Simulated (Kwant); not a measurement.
Device: In0.53Ga0.47As/InP stack with 5 barriers. One parabolic valley. Leads of mass 0.041 mₑ with the band edge at 0; grid 0.1 nm; bias 0.075 V, dropping linearly over the stack.

```tsv
layer	thickness (nm)	band offset (eV)	mass (mₑ)
1	2	0.25	0.08
2	4.3	0	0.041
3	2	0.25	0.08
4	4.3	0	0.041
5	2	0.25	0.08
6	4.3	0	0.041
7	2	0.25	0.08
8	4.3	0	0.041
9	2	0.25	0.08
```

The device is made up for the run: typed textbook-type constants, with dimensions and the other settings drawn at random.

Kwant, one-band effective-mass tight-binding model in one dimension, coherent, no space charge.

Sweep values stay those of the base run.

The mass in the first barrier was swept, all else fixed.

| mass in the first barrier (mₑ) | transmission at E = 0.09352 eV | transmission at E = 0.1873 eV | transmission at E = 0.2812 eV | mean transmission over the sweep |
|---|---|---|---|---|
| 0.048 | 0.42 | 0.0017 | 0.0045 | 0.14 |
| 0.064 | 0.31 | 0.0012 | 0.0033 | 0.13 |
| 0.08 | 0.22 | 0.00081 | 0.0025 | 0.12 |
| 0.1 | 0.15 | 0.00054 | 0.0019 | 0.11 |

From the first row to the last the transmission at E = 0.09352 eV goes from 0.42 to 0.15. From the first row to the last the transmission at E = 0.1873 eV goes from 0.0017 to 0.00054.
